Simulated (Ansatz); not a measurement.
The parent structure is SnO2 in the rutile structure (space group P4_2/mnm, No. 136; a = 4.769 Å, c = 3.212 Å).

The values are results of PBEsol/PAW in Ansatz (a program for electronic structure), no SOC, not measurements.

Before the change:

| Item | Result |
|---|---|
| Volume per atom | 12.18 Å³ |

Now apply this change: cell and atoms relaxed at a pressure of 0.9 GPa.

### Question
Predict the new volume per atom.

### Answer
The volume per atom drops by 0.06 Å³ (12.18 Å³ → 12.12 Å³).

Load acts through the strain it causes; cell and atoms are relaxed under it. Stability against distortions was not tested.
